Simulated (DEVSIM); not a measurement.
Device: abrupt Si n-p junction, at 300 K.

| layer (left to right) | material | thickness (μm) | Nd (cm⁻³) | Na (cm⁻³) | τn (s) | τp (s) |
|---|---|---|---|---|---|---|
| 1 | Si | 69.0 | 2.5e15 | - | 0.00079 | 7.9e-5 |
| 2 | Si | 1.50 | - | 1.9e15 | 0.00079 | 0.00079 |

Left contact: ohmic. Right contact: ohmic. Voltage is applied to the left contact. Recombination: SRH at mid-gap, Auger. Mobility is μmin + (μ − μmin)/(1 + (N/Nref)^α).

The device is made up for the run: typed textbook-type constants, with dimensions and the other settings drawn at random. Values at 300 K.

| parameter | Si |
|---|---|
| gap (eV) | 1.124 |
| affinity (eV) | 4.05 |
| permittivity | 11.7 |
| Nc (cm⁻³) | 2.86e19 |
| Nv (cm⁻³) | 3.1e19 |
| μn (cm²/Vs) | 1417 |
| μp (cm²/Vs) | 470 |
| μn,min | 52 |
| μp,min | 45 |
| Nref,n | 9.7e16 |
| Nref,p | 2.2e17 |
| αn | 0.68 |
| αp | 0.72 |
| Cn (cm⁶/s) | 2.8e-31 |
| Cp (cm⁶/s) | 9.9e-32 |

DEVSIM, 1D drift-diffusion, Boltzmann statistics, complete ionisation; no tunnelling, impact ionisation, image-force lowering or self-heating.

**Question.** Tabulate band edges, carrier densities and field at -0.9 V on the left contact.

**Answer.** Energies count from the Fermi level of the right contact; mesh points crowd at the junctions.

```csv
x (μm),Ec (eV),Ev (eV),n (cm⁻³),p (cm⁻³),field (V/cm)
0.000,1.142,0.018,2.5e15,46000,-59
0.03736,1.141,0.017,2.5e15,3.1e12,-59
0.1328,1.141,0.017,2.5e15,1.1e13,-59
0.3935,1.139,0.015,2.5e15,3.1e13,-58
1.455,1.133,0.009,2.6e15,1.0e14,-55
3.755,1.121,-0.003,2.7e15,2.2e14,-50
9.632,1.093,-0.031,2.9e15,3.7e14,-46
34.17,0.987,-0.137,3.0e15,5.0e14,-42
54.95,0.900,-0.224,3.0e15,5.1e14,-42
63.52,0.864,-0.260,3.0e15,5.1e14,-42
66.95,0.849,-0.275,3.0e15,5.1e14,-42
68.44,0.843,-0.281,3.0e15,5.1e14,-41
68.80,0.843,-0.281,2.9e15,5.3e14,120
68.94,0.849,-0.275,2.2e15,7.0e14,1100
69.00,0.860,-0.264,1.4e15,1.1e15,2600
69.03,0.868,-0.256,1.0e15,1.5e15,1800
69.12,0.877,-0.247,6.9e14,2.1e15,570
69.34,0.880,-0.244,5.0e14,2.4e15,-18
70.02,0.877,-0.247,2.2e14,2.1e15,-63
70.32,0.875,-0.249,8.4e13,2.0e15,-71
70.44,0.874,-0.250,2.7e13,1.9e15,-73
70.50,0.873,-0.251,61000,1.9e15,-74
```
